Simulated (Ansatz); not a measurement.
Take HfO2 in the fluorite structure (space group Fm-3m, No. 225) as the base.

```yaml
crystal:
  lattice:
    - [0.00000, 2.52923, 2.52923]
    - [2.52923, 0.00000, 2.52923]
    - [2.52923, 2.52923, 0.00000]
  atoms:
    - { symbol: Hf, position: [0.00000, 0.00000, 0.00000] }
    - { symbol: O, position: [0.25000, 0.25000, 0.25000] }
    - { symbol: O, position: [0.75000, 0.75000, 0.75000] }
```

Level of theory: Kohn–Sham DFT with the r2SCAN functional, run in Ansatz (a quantum-chemistry and plane-wave program) with PAW and 500 eV plane waves, no spin-orbit coupling.

Before the change:

| Quantity | Value |
|---|---|
| Pressure | 0.00 GPa |
| Electron mass | 1.1 mₑ along k, 0.76 mₑ across (at X) |
| Width of the top valence band | 1.90 eV |

It is then changed as follows: an isotropic linear strain of −1.78 %; the atoms relax in the strained cell.

Task: Estimate the effect on the mean gap deformation potential ΔEg/Δln V, pressure, electron mass and width of the top valence band.

Result: The mean gap deformation potential ΔEg/Δln V comes out as -2.6 eV; the pressure goes from zero to 16.33 GPa; the electron mass goes from 1.1 mₑ along k, 0.76 mₑ across (at X) to 1.1 mₑ along k, 0.73 mₑ across (at X); the width of the top valence band increases by 0.06 eV (1.90 eV → 1.96 eV).

With Hf present, leaving out spin-orbit coupling can change the band edges. Effective masses come from finite differences of ±0.01 Å⁻¹. Along k means along the line from Γ to the band edge. Stability against distortions was not tested. This is not the structure that HfO2 has at room temperature and ambient pressure.
